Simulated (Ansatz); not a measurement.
Checking a run of Ansatz (a program for electronic structure) on Rb₄Fe₂O₅ (C2/c, 22 atoms in the cell). The aim is a self-consistent single point with DFT, PBEsol+U, plane waves, default PAW files made with PBE.

Cell that was meant: a = 9.7059 Å, b = 9.7059 Å, c = 7.4300 Å, α = 95.17°, β = 95.17°, γ = 135.92°.

Part of the input:

Ansatz 0.2 input:
```yaml
    - { symbol: O, position_ang: [3.443541, 6.367048, 4.570067] }
    - { symbol: O, position_ang: [1.821156, -4.498282, 0.000000] }
    - { symbol: O, position_ang: [0.929411, 4.498282, 3.606372] }
basis:
  ecutwfc: 65.0
kpoints:
  mp_grid: { grid: [3, 3, 2] }
hamiltonian:
[...]
magnetization:
  spin_polarized: true
scf:
  occupations: { method: cold, width: 0.1 }
output:
  forces: true
  eigenvalues: true
```

Output (repeated stretches shortened):

```
   [... lines left out ...]
PAW frozen core: O, regenerated for the run's functional, and the local potential with it
Initial density: superposition of atomic densities (chi_scale 0.1, normalization cell, long waves kept (reshape's long-wave potential 0.38 eV rms))
Starting moments: Σ|m| = 16 μB on 4 of 22 sites
Initial wavefunctions: pseudopotential atomic-orbital guess
Eigensolver: davidson
Functional: x = pbesol(κ = 0.804, μ = 0.12345679012345678), c = pbesol(β = 0.046)
SCF iter   1: F=—  HF=-47442.477944 eV  |F-HF|=—  |Δ(HF+E_count)|=         —  Δρ=6.03e-1 (↑6.03e-1 ↓3.70e-1)  dr2=4.94e3  dr2_m=8.29e1  M=0.716 μB ∫|m|=1.018 μB  β_m=0.30  ethr=3.10e-3  ⟨swp⟩=8.2  Hψ=9827  notcnv=0  defer=1
all-band conjugate gradients solve this SCF's bands
preconditioner: auto → none
   [... lines left out ...]
SCF iter  17: F=—  HF=-44701.287174 eV  |F-HF|=—  |Δ(HF+E_count)|=   8.67e-9  S|Δr|=    0.00e0  Δρ=1.30e-6 (↑1.30e-6 ↓1.30e-6)  dr2=1.96e-7  dr2_m=4.72e-12  M=-0.000 μB ∫|m|=0.000 μB  β_m=1.00  ethr=6.69e-10  ⟨swp⟩=2.4  Hψ=2697  notcnv=0  defer=315
SCF iter  18: F=-44701.287174 eV  HF=-44701.287174 eV  |F-HF|=1.85e-8  |Δ(HF+E_count)|=   1.31e-8  S|Δr|=    0.00e0  Δρ=5.13e-7 (↑5.11e-7 ↓5.13e-7)  dr2=3.13e-8  dr2_m=3.32e-13  M=-0.000 μB ∫|m|=0.000 μB  ethr=5.10e-11  ⟨swp⟩=18.7  Hψ=11662  notcnv=0
SCF 1 converged in 18 iterations: F = -44701.287174 eV  dr2 = 3.13e-8
Crystal: 22 atoms, lattice volume = 472.699 Å³
Bands: 130, of which v1, the nominal top of the filled ones, is band 98 counted from 1 (97 counted from 0)
Symmetry: 1 space group operations
k-points: 10 of 18 (time reversal used)
Starting moments: Σ|m| = 20 μB on 4 of 22 sites
SCF iter   1: F=—  HF=-47443.909539 eV  |F-HF|=—  |Δ(HF+E_count)|=         —  Δρ=6.03e-1 (↑6.03e-1 ↓3.70e-1)  dr2=4.95e3  dr2_m=8.29e1  M=0.738 μB ∫|m|=1.045 μB  β_m=0.30  ethr=3.10e-3  ⟨swp⟩=8.8  Hψ=12638  notcnv=0
preconditioner: auto → none
   [... lines left out ...]
preconditioner: auto → Kerker (q_TF=auto, 2.356 Å⁻¹)
spin=Collinear: Kerker preconditioning applied to the charge; magnetization (m = ρ↑ − ρ↓) channel mixes plain (no charge-response kernel on spin).
WARN: the starting moments were not kept: the SCF closed with an absolute magnetisation of 3.5e-6 μB, where they sum to 16 μB in size (4 sites) …
Absolute magnetization: 0.0000 μB (∫|ρ↑−ρ↓|, with the PAW one-centre terms)
Free energy (F): -44701.287174 eV
Fermi energy:    12.869926 eV
   [... lines left out ...]
--- Stress (GPa, compression-positive) ---
        8.595295      -0.000000      -3.836857
       -0.000000      38.736489       0.000000
       -3.836857       0.000000      22.026911
  P = ⅓ Tr σ = 23.1196 GPa (231.196 kbar)
  The stress holds the Pulay correction. Without it, at fixed plane waves, as pw.x and ABINIT print it: P = -1231.7563 GPa
Occupation matrices written to occupation_matrices
```

### Question
Is anything amiss in this input, and did it matter?

### Answer
The run is not sound. The fault is a basis or grid far too coarse for these potentials. The error of an incomplete plane-wave basis or grid does not cancel at such settings. To fix it, restore the cutoff that the potentials need and check convergence. The run converged in 23 iterations without an error; against the sound input the free energy goes up by 202 eV/atom, the pressure goes from -3.69 to 23.12 GPa, the largest force goes from 0.579 to 25.95 eV/Å, no clean gap remains on the mesh (levels overlap or are partly filled), against 1.83 eV before and the size of the net moment goes from 0.91 to 0.00 μB/atom. At a fixed set of plane waves, without the program's Pulay estimate, the pressure is -1231.76 GPa against -3.98 GPa.

An input that runs soundly differs in these lines (not the only fix; some lines may just follow from the change or write a value another way):
```diff
-basis:
-  ecutwfc: 65.0
-  occupations: { method: cold, width: 0.1 }
+  occupations: { method: cold, width: 0.0073 Ry }
```

With that input, the run converged in 20 iterations: free energy E − TS (on the zero of these files) -49134.4605 eV; top of the valence band (on the code's own zero) 5.18 eV; gap on the k-point mesh 1.83 eV; pressure -3.69 GPa; largest force (vector length) 0.579 eV/Å (DFT, PBEsol+U, plane waves, default PAW files made with PBE).

On the sound input: the starting cell comes from a database of computed structures (which also holds hypothetical and non-ambient phases and stackings), without a prior relaxation at this level. Its lattice was rescaled by a random factor within 2.5 % of one. The magnetic order is the one reached from the typed start; others were not searched systematically. With U or open f shells several self-consistent states can exist. The program warned that, by what it read of turns of the moments, another magnetic order lies lower. With a pressure of about -4 GPa the cell is away from its equilibrium volume at this level. Ansatz's pressure includes its estimate of the finite-basis (Pulay) stress.

These are the values that this program gave, and no reference: magnets with a U can end in a higher state.
